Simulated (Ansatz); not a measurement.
Migration barriers: interstitial H in zinc-blende AlP with all lengths changed by +1 %, charge state +1

Defect: interstitial H in zinc-blende AlP with all lengths changed by +1 %, charge state +1. All values below come from PBE, PAW (plane waves to 420 eV; Ansatz, a program for electronic structure).

Cell of 64 host sites held at the strained lattice (strain from the relaxed PBE one, atoms relaxed); a 2×2×2 k-point mesh shifted by half a step; Fermi-Dirac width 0.01 eV, spin-restricted; finite-size errors left in. No zero-point or tunnelling terms. The charge state is imposed; whether it is stable for some Fermi level was not computed. Sites that were not tried may lie lower.

Barriers: single points on a 3×3×3 k-point mesh shifted by half a step at the bands' geometries.

| Route | Start site over the lowest site run (eV) | Hop (Å) | Forward barrier (eV) | Backward barrier (eV) | Neighbours at the start | Neighbours at the saddle | Saddle order | Forward, on the band's own sampling (eV) |
|---|---|---|---|---|---|---|---|---|
| several atoms move together, H the farthest | 0.00 | 1.70 | 0.29 | 0.29 | Al at 1.92; P at 1.45 Å | 2 Al at 2.16; P at 1.45 Å | not checked, on a symmetry element | 0.29 |

Paths come from climbing-image nudged elastic band runs.  A band can be held on a symmetry element, so unchecked saddle points there may be too high.

The whole set of runs took around 1.5 core-hours (rough).
